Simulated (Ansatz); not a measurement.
Input:

```xyz
4
Lattice="3.2092 0.0000 0.0000 1.6046 2.7793 0.0000 0.0000 0.0000 5.1636" Properties=species:S:1:pos:R:3 pbc="T T T"
Ga     3.2092     1.8528     0.0101
Ga     1.6046     0.9264     2.5919
N      3.2092     1.8528     3.2181
N      1.6046     0.9264     0.6364
```

No spin polarisation.

Method: r2SCAN, PAW, 500 eV (Ansatz, an electronic-structure program; spin-orbit coupling left out). Settings: 12×12×7 k-points, 0.05 eV Fermi–Dirac smearing.

Task: Predict the width of the top valence band.

Result: 2.79 eV.

Task: What is the computed band gap?

Result: 2.27 eV.

Task: What is the computed electron mass?

Result: 0.17 mₑ out of plane, 0.18 mₑ in plane (at Γ).

The cells carry an imposed strain or load. Masses are band curvatures over ±0.01 Å⁻¹ around the edge. Stability against distortions was not tested. The cell was made from GaN in the wurtzite structure (space group P6_3mc, No. 186) by this change: biaxial strain +0.82 %, plane normal [001], relaxed out of plane.
